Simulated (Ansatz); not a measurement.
Take Si in the diamond structure (space group Fd-3m, No. 227; a = 5.4703 Å) as the base.

(Cell as relaxed with PBE.)

Levels (all Ansatz, a first-principles code, PAW): PBE (420 eV, no spin-orbit coupling); r2SCAN (500 eV, no SOC).

Each level relaxes its own structure.

```tsv
base	PBE	r2SCAN
volume per atom	20.46 Å³	20.17 Å³
lattice parameter a	547.0 pm	544.4 pm
band gap	0.61 eV	0.78 eV
```

Modification: a hydrostatic pressure of 7.5 GPa.

```csv
quantity,PBE,r2SCAN
"hole mass (degenerate bands, along [100])","0.19, 0.26, 0.26 mₑ (at Γ)","0.20, 0.24, 0.24 mₑ (at Γ)"
lattice parameter a,534.0 pm,532.3 pm
"valley order (the lowest conduction-band minima on the path, energy above the VBM, named in the base's zone)","a point along ⟨100⟩, about 1.0 Å⁻¹ from Γ 0.47 eV; L along ⟨111⟩ 1.71 eV","a point along ⟨100⟩, about 1.0 Å⁻¹ from Γ 0.65 eV; L along ⟨111⟩ 2.10 eV"…
shift of the gap caused by the change,-0.14 eV,-0.13 eV
```

PBE's lattice parameter a lies 1.63 pm above r2SCAN's (0.3 %); both order the valleys alike. Neither level is exact; r2SCAN is the comparison here, not a measurement.

Load acts through the strain it causes; cell and atoms are relaxed under it. Masses are band curvatures over ±0.01 Å⁻¹ around the edge. Stability against distortions was not tested. Tetrahedral semiconductors of this kind turn to denser phases somewhere between about 1 and 50 GPa; those were not computed, so compressed cells here can lie past the real transition.
